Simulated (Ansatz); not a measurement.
## TiAl: response to strain

The parent structure is TiAl (space group P4/mmm, No. 123; relaxed with 0.1 eV smearing).

```
CELL_PARAMETERS angstrom
      2.82407     0.00000     0.00000
      0.00000     2.82407     0.00000
      0.00000     0.00000     4.07475
ATOMIC_POSITIONS crystal
  Ti 0.00000 0.00000 0.00000
  Al 0.50000 0.50000 0.50000
```

Cartesian axes are those of the cell as printed.

Strains are applied to the cell and any free atomic positions relax; under biaxial strain the out-of-plane vector relaxes too.

Level of theory: Ansatz (a program for electronic structure) PBE, scalar-relativistic without spin-orbit coupling.

Notes on the quantities. in-plane stress: mean in-plane stress (compression positive).

```csv
case,in-plane stress,out-of-plane strain,shortest interatomic distance
base,–,–,2.824 Å
"biaxial strain −3.00 %, plane normal [001], relaxed out of plane",+5.8 GPa,+2.95 %,2.739 Å
"biaxial strain −1.50 %, plane normal [001], relaxed out of plane",+2.7 GPa,+1.47 %,2.782 Å
"biaxial strain −1.00 %, plane normal [001], relaxed out of plane",+1.8 GPa,+0.98 %,2.796 Å
"biaxial strain +0.50 %, plane normal [001], relaxed out of plane",-0.8 GPa,-0.50 %,2.838 Å
"biaxial strain +1.00 %, plane normal [001], relaxed out of plane",-1.6 GPa,-1.02 %,2.852 Å
"biaxial strain +1.50 %, plane normal [001], relaxed out of plane",-2.3 GPa,-1.56 %,2.851 Å
"biaxial strain +2.00 %, plane normal [001], relaxed out of plane",-3.0 GPa,-2.13 %,2.850 Å
"biaxial strain +2.50 %, plane normal [001], relaxed out of plane",-3.6 GPa,-2.73 %,2.849 Å
"biaxial strain +3.00 %, plane normal [001], relaxed out of plane",-4.2 GPa,-3.34 %,2.848 Å
```

Whether these cells are dynamically stable was not tested. The final runs are not spin-polarised.
